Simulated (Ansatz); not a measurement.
**A computed series for TiAl: pressure series**

The parent structure is TiAl (space group P4/mmm, No. 123).

```cif
data_AlTi
_chemical_formula_sum 'Al1 Ti1'
_space_group_name_H-M_alt 'P 1'
_space_group_IT_number 1
_cell_length_a 2.81297
_cell_length_b 2.81297
_cell_length_c 4.05847
_cell_angle_alpha 90.000
_cell_angle_beta 90.000
_cell_angle_gamma 90.000
loop_
_space_group_symop_operation_xyz
  'x, y, z'
loop_
_atom_site_label
_atom_site_type_symbol
_atom_site_fract_x
_atom_site_fract_y
_atom_site_fract_z
_atom_site_occupancy
Al1 Al 0.50000 0.50000 0.50000 1
Ti1 Ti 0.00000 0.00000 0.00000 1
```

Cell and atoms are relaxed at each pressure.

The values are results of r2SCAN/PAW in Ansatz (an electronic-structure program), spin-orbit coupling left out, not measurements.

```csv
P (GPa),V (Å³/atom)
-2.01,16.334
-1.01,16.193
0.89,15.941
2.09,15.791
4.50,15.508
8.99,15.038
14.99,14.499
22.50,13.930
29.99,13.446
```

Problem. Fit a third-order Birch–Murnaghan equation of state.

Solution. Least squares on P(V) = (3B₀/2)[(V₀/V)^(7/3) − (V₀/V)^(5/3)]·[1 + (3/4)(B₀′ − 4)((V₀/V)^(2/3) − 1)] gives V₀ = 16.06 Å³/atom, B₀ = 121 GPa and B₀′ = 3.8.

Load acts through the strain it causes; cell and atoms are relaxed under it. Stability against distortions was not tested. No other phases were tried under pressure. The final runs are not spin-polarised.
